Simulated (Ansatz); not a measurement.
Take TeO2 in the fluorite structure (space group Fm-3m, No. 225; a = 5.323 Å; a hypothetical phase, not in the database extracts checked) as the base.

One thing is altered: a hydrostatic pressure of 1.8 GPa.

Levels (all Ansatz, a quantum-chemistry and plane-wave program, PAW, earlier PAW set): PBEsol (420 eV, no spin-orbit coupling); r2SCAN (500 eV, no spin-orbit coupling); HSE06 (420 eV, no spin-orbit coupling); PBEsol+SOC (420 eV, noncollinear with spin-orbit coupling); HSE06+SOC (420 eV, spin-orbit coupling included).

One geometry, relaxed with PBEsol, under each level:

```csv
level,band gap,lowest conduction level above the VBM at special points,electron mass,hole mass,pressure
PBEsol,0.72 eV,X 1.21 eV; Γ 1.72 eV; U 3.07 eV; K 3.07 eV,"0.74 mₑ along k, 0.24 mₑ across (off the special points)","1.0 mₑ along k, 0.88 mₑ across (at L)",1.80 GPa
r2SCAN,1.00 eV,X 1.50 eV; Γ 1.99 eV; U 3.36 eV; K 3.36 eV,"0.74 mₑ along k, 0.25 mₑ across (off the special points)","0.83 mₑ along k, 1.2 mₑ across (at L)",2.96 GPa
HSE06,[?],[?],–,–,–
PBEsol+SOC,0.67 eV,X 1.15 eV; Γ 1.19 eV; U 2.96 eV; K 2.96 eV,"0.77 mₑ along k, 0.25 mₑ across (off the special points)","1.0 mₑ along k, 0.88 mₑ across (at L)",2.09 GPa
HSE06+SOC,[?],[?],–,–,–
```

**Question.** Give the withheld HSE06 and HSE06+SOC results.

**Answer.** 
- HSE06, band gap: 1.62 eV
- HSE06, lowest conduction level above the VBM at special points: X 2.12 eV; Γ 2.64 eV; U 4.06 eV
- HSE06+SOC, band gap: 1.56 eV
- HSE06+SOC, lowest conduction level above the VBM at special points: X 2.05 eV; Γ 2.05 eV; U 3.94 eV

Single points use the geometry relaxed with PBEsol. Their cutoffs differ, which shifts pressures a little. HSE06 gaps are upper bounds (no full band path). Differences between runs with and without spin-orbit coupling are approximate. With Te present, leaving out spin-orbit coupling can change the band edges. Load acts through the strain it causes; cell and atoms are relaxed under it. Effective masses come from finite differences of ±0.01 Å⁻¹. Along k means along the line from Γ to the band edge. No phonon test of stability was made.
